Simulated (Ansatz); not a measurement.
The starting structures come from a database of crystals and need not be the phases stable at ambient conditions.

By PBEsol, the system below comes out a metal.

The ballistic (Sharvin) conductance counts the channels at the Fermi level: G/A = (e²/h) × channels of both spins per area.

Given:

```xyz
6
Lattice="4.9856 0.0000 0.0000 1.3532 4.7985 0.0000 1.8162 -2.3992 3.0091" Properties=species:S:1:pos:R:3 pbc="T T T"
Mo     0.9908    -1.1370     1.5046
Mo     4.8367     3.6614     0.0000
Mo     3.3183    -1.2622     3.0091
Mo     3.9948     1.1370     1.5046
N      5.6622     2.3992     1.5046
N      3.1694     2.3992     0.0000
```

The cell is taken as given; by PBEsol it stands under a pressure of -7.0 GPa.

The current flows along the normal of the first two printed cell vectors, the (110) plane of the conventional cell. No spin-orbit coupling; the value is a mean over 0.1 eV about the Fermi level.

Predict the ballistic conductance per area from PBEsol (Ansatz, a first-principles code).

0.95 × 10¹⁵ S/m² for both spins.
